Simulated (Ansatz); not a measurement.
# CuAu under a change: biaxial strain +3.00 %, plane normal [001], relaxed out of plane

Base system: CuAu (space group P4/mmm, No. 123; a = 2.869 Å, c = 3.645 Å; relaxed with 0.1 eV smearing). Axes: x, y, z lie along a, b, c of the conventional cell.

Perturbation: tensile biaxial strain of 3.00 % in the plane normal to [001], as in epitaxy on a mismatched substrate; the out-of-plane cell vector and the atoms relax.

Computed with PBE (Ansatz, a first-principles code), no spin-orbit coupling. Settings: 20×20×16 k-points, 0.1 eV Fermi–Dirac smearing.

The volume per atom rises by 0.04 Å³ to 15.05 Å³ and the space group remains P4/mmm (No. 123). The pressure (mean of the normal stresses, compression positive) goes from zero to -0.4 GPa and the band gap stays zero. The out-of-plane strain comes out as -5.50 % and the ratio −ε⊥/ε∥ is 1.83. The mean in-plane stress (compression positive) amounts to -0.7 GPa.

Final structure (turned so that z lies along the plane normal):

```
CELL_PARAMETERS angstrom
      2.95549     0.00000     0.00000
      0.00000     2.95549     0.00000
      0.00000     0.00000     3.44481
ATOMIC_POSITIONS crystal
  Cu 0.00000 0.00000 0.00000
  Au 0.50000 0.50000 0.50000
```

Whether these cells are dynamically stable was not tested. The final runs are not spin-polarised.
